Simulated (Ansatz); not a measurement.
Results of LDA in Ansatz (PAW) for SnI4 (P-43m, No. 215, 5 atoms in the cell; start mp-571436; a measured phase of this formula has another space group).

Settings: plane-wave cutoff 500 eV, 6×6×6 k mesh, gaussian smearing 0.02 eV, scalar-relativistic PAW data made under PBE.

Cell (relaxed at this level):

```yaml
crystal:
  lattice:
    - [5.85113, 0.00000, 0.00000]
    - [0.00000, 5.85113, 0.00000]
    - [0.00000, 0.00000, 5.85113]
  atoms:
    - { symbol: Sn, position: [0.00000, 0.00000, 0.00000] }
    - { symbol: I, position: [0.26426, 0.73574, 0.73574] }
    - { symbol: I, position: [0.73574, 0.73574, 0.26426] }
    - { symbol: I, position: [0.73574, 0.26426, 0.73574] }
    - { symbol: I, position: [0.26426, 0.26426, 0.26426] }
```

Question: What does this level give for the band gap?

Answer: 
- band gap = 0.11 eV (on the SCF k mesh)

Note: the relaxation could not lower the start's symmetry, so the cell can be a saddle point above a distorted one.

Spin–orbit coupling is not included; with these elements it can move the gap by several tenths of an eV or more.

The result took roughly 2.0 core-minutes.

A start named mp-… is a Materials Project structure, which need not be a measured phase.

Ansatz is a quantum-chemistry and plane-wave program.
